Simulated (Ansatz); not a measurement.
Base system: Cu in the fcc (Cu type) structure (space group Fm-3m, No. 225; a = 3.5638 Å; relaxed with 0.1 eV smearing). Axes: x, y, z lie along the cube axes.

Calculations: PBEsol in Ansatz (plane waves to 420 eV, PAW, no spin-orbit coupling).

Base values:

| Item | Value |
|---|---|
| Shortest interatomic distance | 2.520 Å |

It is then changed as follows: uniaxial strain ε_zz = +0.50 %, all other strain components held at zero; the atoms relax in the strained cell.

Problem. Predict the new shortest interatomic distance, stress and energy relative to the base.

Solution. The shortest interatomic distance is still 2.520 Å; the stress (xx, yy, zz, yz, xz, xy; compression positive) comes out as (-0.7, -0.7, -1.0, 0.0, 0.0, 0.0) GPa; the energy stays essentially unchanged.

Whether these cells are dynamically stable was not tested. The final runs are not spin-polarised.

Ansatz is a first-principles code.
